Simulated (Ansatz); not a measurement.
**A computed series for hypothetical P6_422 BP: pressure series**

The reference is BP (space group P6_422, No. 181; a hypothetical phase, not in the database extracts checked).

BP has the hexagonal space group P6₄22 (No. 181), Pearson symbol hP6. Lattice parameters: a = b = 3.279 Å, c = 6.995 Å, α = β = 90.00°, γ = 120.00°. B on 3c has 4 P at 2.012 Å. P on 3d sees 4 B at 2.012 Å. (Neighbours: up to the widest gap in distance over summed covalent radii, below 1.35, at either atom.)

Cell and atoms are relaxed at each pressure.

Computed with PBE (Ansatz, a first-principles code; PAW; 420 eV plane waves; no SOC).

```json
[
 {"P (GPa)": "0.30", "V (Å³/atom)": "10.836"},
 {"P (GPa)": "0.71", "V (Å³/atom)": "10.811"},
 {"P (GPa)": "1.50", "V (Å³/atom)": "10.763"},
 {"P (GPa)": "2.99", "V (Å³/atom)": "10.674"},
 {"P (GPa)": "4.99", "V (Å³/atom)": "10.560"},
 {"P (GPa)": "7.49", "V (Å³/atom)": "10.427"},
 {"P (GPa)": "9.99", "V (Å³/atom)": "10.301"}
]
```

A third-order Birch–Murnaghan fit to these points gives V₀ = 10.86 Å³/atom, B₀ = 172 GPa and B₀′ = 4.0. At pressure 10 GPa the volume is 94.9 % of V₀.

The mesh was chosen for an insulator and is coarse for the gapless case. Load acts through the strain it causes; cell and atoms are relaxed under it. No phonon test of stability was made. Competing high-pressure phases were not computed. The base started in P3_121 and relaxed to P6_422 at this level. All final runs are without spin polarisation.
